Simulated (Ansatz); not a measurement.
The cell is made up: elements placed on another compound's structure type, so the phase may be hypothetical.

Inside the gap of an insulator the Bloch states are evanescent, with a wavenumber k + iκ along the transport direction.

Input:

```xyz
12
Lattice="7.9508 0.0000 0.0000 -3.9754 6.8856 0.0000 3.9754 2.2952 3.2459" Properties=species:S:1:pos:R:3 pbc="T T T"
Zn     8.9446     1.7214     2.4344
Zn     1.9877     6.8856     2.4344
Zn     5.9631     2.2952     0.8115
Zn     2.9815     0.5738     0.8115
Zn     2.9815     4.0166     0.8115
Zn     4.9692     5.1642     2.4344
O      2.9815     5.1642     2.4344
O      5.9631     6.8856     2.4344
O      1.9877     2.2952     0.8115
O      4.9692     4.0166     0.8115
O      4.9692     0.5738     0.8115
O      6.9569     1.7214     2.4344
```

Space group of this cell: Pm-3n. The cell was relaxed by PBE-D3(BJ); by r2SCAN its mean pressure is -2.6 GPa.

Transport runs along the normal of the first two printed cell vectors.

No gap correction and no spin-orbit coupling; mid-gap values are interpolated between computed energies.

Q: Predict the band gap and the smallest decay constant κ at mid-gap from Ansatz (a program for electronic structure) with r2SCAN.

A: Gap 1.37 eV on a 10×10×10 mesh; κ = 0.156 1/Å, at the zone centre.
